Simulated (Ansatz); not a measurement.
## YN: pressure series

Base system: YN in the rock salt structure (space group Fm-3m, No. 225; a = 4.906 Å).

Cell and atoms are relaxed at each pressure.

The values are results of Ansatz (a quantum-chemistry and plane-wave program), PBE, PAW, cutoff 420 eV, no spin-orbit coupling, not measurements.

Computed cases, in order: pressure −2 GPa; pressure −1 GPa; 0 GPa (base); pressure 0.9 GPa; pressure 2.1 GPa; pressure 4.5 GPa; pressure 9 GPa; pressure 15 GPa; pressure 22.5 GPa; pressure 30 GPa.

**Question.** Between which two neighbouring cases does the band gap open or close?

**Answer.** Between pressure 15 GPa (0.06 eV) and pressure 22.5 GPa (zero). The whole series: pressure −2 GPa: 0.23 eV; pressure −1 GPa: 0.22 eV; 0 GPa (base): 0.21 eV; pressure 0.9 GPa: 0.20 eV; pressure 2.1 GPa: 0.19 eV; pressure 4.5 GPa: 0.17 eV; pressure 9 GPa: 0.12 eV; pressure 15 GPa: 0.06 eV; pressure 22.5 GPa: zero; pressure 30 GPa: zero.

The mesh was chosen for an insulator and is coarse for the gapless case. Load acts through the strain it causes; cell and atoms are relaxed under it. Whether these cells are dynamically stable was not tested. Competing high-pressure phases were not computed. The final runs are not spin-polarised. The zero or small gap of YN can change with the level of theory.
